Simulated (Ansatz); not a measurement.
# Be, pressure series

The parent structure is Be in the hcp (Mg type) structure (space group P6_3/mmc, No. 194).

```
CELL_PARAMETERS angstrom
      2.26472     0.00000     0.00000
     -1.13236     1.96131     0.00000
      0.00000     0.00000     3.56124
ATOMIC_POSITIONS crystal
  Be 0.33333 0.66667 0.75000
  Be 0.66667 0.33333 0.25000
```

Cell and atoms are relaxed at each pressure.

Level of theory: Ansatz (a program for electronic structure), PBE, PAW, cutoff 420 eV, spin-orbit coupling left out.

```
pressure (GPa)  volume per atom (Å³/atom)
--------------  -------------------------
-2                                  8.042
-1                                      ?
0                                   7.909
0.3                                 7.890
0.7                                 7.864
1.5                                 7.815
3                                   7.726
5                                   7.613
7.5                                 7.481
```

### Question
Fit the third-order Birch–Murnaghan form P(V) = (3B₀/2)[(V₀/V)^(7/3) − (V₀/V)^(5/3)]·[1 + (3/4)(B₀′ − 4)((V₀/V)^(2/3) − 1)] (squares taken in P) to the rows shown and predict the withheld row.

### Answer
Least squares on the printed values gives V₀ = 7.909 Å³/atom, B₀ = 123 GPa, B₀′ = 3.3; this predicts 7.974 Å³/atom, and the run gives 7.974 Å³/atom, in agreement.

Load acts through the strain it causes; cell and atoms are relaxed under it. No phonon test of stability was made. Competing high-pressure phases were not computed.
